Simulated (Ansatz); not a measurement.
```xyz
2
Lattice="2.9656 0.0000 0.0000 0.0000 2.9656 0.0000 1.4828 -1.4828 2.0970" Properties=species:S:1:pos:R:3 pbc="T T T"
Mg     0.0000     0.0000     0.0000
O      1.4828     1.4828     0.0000
```

Space group of this cell: Fm-3m, rock salt. The cell is taken as given; by r2SCAN its mean pressure is 1.3 GPa.

The numbers are results of r2SCAN (plane waves, PAW; Ansatz, a program for electronic structure), not measurements.

The current runs along the normal of the first two printed vectors; no spin-orbit coupling. Scaled by the factor s: all lengths (ions clamped). Meshes 14×14×14 and 10×10 across the current in all rows.

```csv
s,mean pressure (GPa),band gap (eV)
0.98,13.0,?
1.00,1.3,5.76
1.02,-7.8,5.17
```

Take the slope of the band gap against ln s from the two given rows, extrapolate to s = 0.98, and say what the run there gives.

Slope = (5.17 − 5.76) / ln 1.02 = -29.8 eV. The line gives 5.76 + (-29.8) × ln 0.98 = 6.36 eV. The run gives 6.41 eV, 0.05 eV over the line, 8 % of the predicted step.
